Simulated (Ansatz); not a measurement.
The cell is built on a prototype and need not be the phase stable at ambient conditions.

By PBEsol, the system below comes out a metal.

```
CELL_PARAMETERS angstrom
      5.68185     0.00000     0.00000
     -2.84092     4.92063     0.00000
      0.00000     0.00000     4.47941
ATOMIC_POSITIONS crystal
  Pt 0.00000 0.50000 0.00000
  Pt 0.50000 0.00000 0.00000
  Pt 0.50000 0.50000 0.00000
  Sn 0.00000 0.00000 0.00000
  Sn 0.33333 0.66667 0.50000
  Sn 0.66667 0.33333 0.50000
```

Space group of this cell: P6/mmm. The cell was relaxed by PBE-D3(BJ); by PBEsol its mean pressure is -1.4 GPa.

The current flows along the normal of the first two printed cell vectors. No spin-orbit coupling; the value is a mean over 0.1 eV about the Fermi level.

State the ballistic conductance per area according to PBEsol in Ansatz (an electronic-structure program).

0.72 × 10¹⁵ S/m² for both spins.
